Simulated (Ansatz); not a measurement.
N on the O site + O vacancy (N_O+V_O) in metastable polar orthorhombic HfO2 (the name describes the start): one set of geometries, relaxed with PBE, evaluated in Ansatz (PAW, plane waves to 420 eV, 500 eV under r2SCAN) with PBE, r2SCAN.

Cell and caveats: 96-site cell; 2×2×2 shifted k-points; start: the O(2) site; O(1) 2.55 Å away; charged states image-corrected; no spin–orbit coupling; not converged in cell size; relaxed from one start, so a lower configuration may exist; flagged in the runs: a host whose relaxation on this sampling wasn't shown to rest, a strain field that reaches the edge of the cell.

```
quantity                                                                           PBE  r2SCAN
--------------------------------------------------------------------------------  ----  ------
host gap (eV)                                                                     4.36     [?]
ε(+1/0) above the VBM (eV)                                                        2.95     [?]
neutral formation energy against N2 molecule in a box, O2 molecule in a box (eV)  8.94     [?]
largest moment on one atom at charge 0 (μB)                                       0.06     [?]
```

**Question.** Given the lower rungs, what does r2SCAN give?

**Answer.** 
- host gap (eV), r2SCAN: 4.88
- ε(+1/0) above the VBM (eV), r2SCAN: 3.25
- neutral formation energy against N2 molecule in a box, O2 molecule in a box (eV), r2SCAN: 9.52
- largest moment on one atom at charge 0 (μB), r2SCAN: 0.06

Ansatz is a program for electronic structure.
